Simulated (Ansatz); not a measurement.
Take Sr in the diamond structure (space group Fd-3m, No. 227; a = 9.636 Å; a hypothetical phase, not in the database extracts checked) as the base.

(Cell as relaxed with PBE.)

Levels (all Ansatz, a first-principles code, PAW): PBE (420 eV, scalar-relativistic without spin-orbit coupling); PBEsol (420 eV, no spin-orbit coupling).

Each level relaxes its own structure.

```
quantity                   PBE     PBEsol
-------------------  ---------  ---------
volume per atom      111.85 Å³  103.59 Å³
lattice parameter a   963.6 pm   939.3 pm
band gap                  zero       zero
```

PBE's volume per atom lies 8.26 Å³ above PBEsol's (8.0 %); PBE's lattice parameter a lies 24.3 pm above PBEsol's (2.6 %); the two agree on the band gap. Neither level is exact; PBEsol is the comparison here, not a measurement.

Whether these cells are dynamically stable was not tested.
